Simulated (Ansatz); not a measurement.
We consider C (model structure, started from the Ge type, P4₃2₁2, No. 96, 12 atoms in the cell), described by r²SCAN (PAW; Ansatz, an electronic-structure program).

Numerical settings: plane-wave cutoff 560 eV, 10×10×8 k mesh (along the axes of the cell as run), Fermi–Dirac smearing 0.01 eV, scalar-relativistic PAW data made under PBE.

The cell is the one relaxed with PBEsol. Conventional cell: a = 3.7829 Å, b = 3.7829 Å, c = 4.6487 Å, α = 90.00°, β = 90.00°, γ = 90.00°.

```xyz
12
Lattice="3.7829 0.0000 0.0000 0.0000 3.7829 0.0000 0.0000 0.0000 4.6487" Properties=species:S:1:pos:R:3 pbc="T T T"
C      0.2867     0.2867     0.0000
C      1.6048     2.1781     3.4865
C      3.4962     3.4962     2.3243
C      2.1781     1.6048     1.1622
C      0.6303     1.4347     1.0104
C      0.4567     2.5217     4.4969
C      3.1526     2.3482     3.3347
C      3.3262     1.2612     2.1726
C      2.5217     0.4567     0.1518
C      2.3482     3.1526     1.3139
C      1.2612     3.3262     2.4761
C      1.4347     0.6303     3.6383
```

Problem. List the 34 lowest band energies at Γ above −25 eV (eV, relative to the valence band maximum), grouping those that round alike.

Solution. At Γ: -21.88, -16.74 (×2), -13.59, -13.30, -12.73 (×2), -8.83 (×3), -8.57, -7.45, -7.25, -6.62 (×2), -5.26, -4.43 (×2), -4.08, -3.82, -1.98, -1.77 (×2), -0.53, 5.44, 6.77 (×2), 7.84, 8.02, 9.90, 10.06 (×2), 11.09 (×2).

Note: the relaxation could raise the start's symmetry but not lower it, so the cell can be a saddle point; cell and atoms aren't relaxed at this level (largest force component 0.08 eV/Å, pressure 4.6 GPa).

A model structure was made by putting elements into a prototype or built by hand; it is no filed structure, need not be a known phase, and can be a saddle point held by its symmetry.
